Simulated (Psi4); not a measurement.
Psi4 1.11, HF/def2-svp: Y(OH)2(NMe2) (C[N](C)[Y]([OH])[OH]), 14 atoms. The geometry is a generated start, not checked to be a minimum at this level.

- task: energy
- method: scf
- basis: def2-svp
- memory: 3 GB
- maxiter: 100
- keys of the molecule block: symmetry c1
- scf_type: df (default)
- e_convergence: 1e-06 (default)
- d_convergence: 1e-06 (default)
- effective core potentials: those of the basis set, past Kr
- basis functions: 141

```xyz
14

Y      0.8109    -1.4777     0.2007
O      2.4209    -0.3517    -0.1484
H      2.7807    -0.1710    -1.0276
O      0.6468    -1.7385     2.1859
H      1.4369    -2.0025     2.6759
N     -0.8051    -0.2675    -0.4193
C     -0.5787     0.5945    -1.5732
C     -1.1925     0.5643     0.7170
H     -1.4887     1.1799    -1.7645
H      0.2465     1.3113    -1.4130
H     -0.3705    -0.0048    -2.4638
H     -0.3907     1.2758     1.0038
H     -2.0799     1.1538     0.4492
H     -1.4365    -0.0660     1.5773
```

Charge 0 and multiplicity 1 are set for this test and not shown to be the ground state.

With the defaults (damping_percentage = 0, diis_start = 1, scf_initial_accelerator = adiis, guess = auto, which took SAD, diis = true, soscf = false, soscf_start_convergence = 0.01, level_shift = 0, level_shift_cutoff = 0.01, diis_max_vecs = 10) it converges in 9 SCF iterations. One run each on 2 threads, with these changes:
- damping_percentage = 60
- diis_start = 4
- guess = huckel
- level_shift = 0.5, level_shift_cutoff = 0.001
- diis_max_vecs = 20
- scf_initial_accelerator = none
- soscf = true, soscf_start_convergence = 0.1
- damping_percentage = 60, scf_initial_accelerator = none, diis = false
- guess = sadno

Problem. Name the settings that don't reach the solution of the defaults.

Solution. No convergence: damping_percentage = 60 (the run ends without SCF convergence in 100 iterations). The rest reach the solution of the defaults.

```
setting                                                                SCF iterations  JK calls             end
---------------------------------------------------------------------  --------------  --------  --------------
soscf = true, soscf_start_convergence = 0.1                                         6        22   same solution
the defaults                                                                        9        10   same solution
scf_initial_accelerator = none                                                      9        10   same solution
level_shift = 0.5, level_shift_cutoff = 0.001                                       9        10   same solution
diis_max_vecs = 20                                                                  9        10   same solution
diis_start = 4                                                                     10        11   same solution
guess = sadno                                                                      10        10   same solution
guess = huckel                                                                     10        42   same solution
damping_percentage = 60, scf_initial_accelerator = none, diis = false              53        54   same solution
damping_percentage = 60                                                           100       101  no convergence
```

An SOSCF iteration holds several JK calls; a Hückel guess adds calls on atoms.
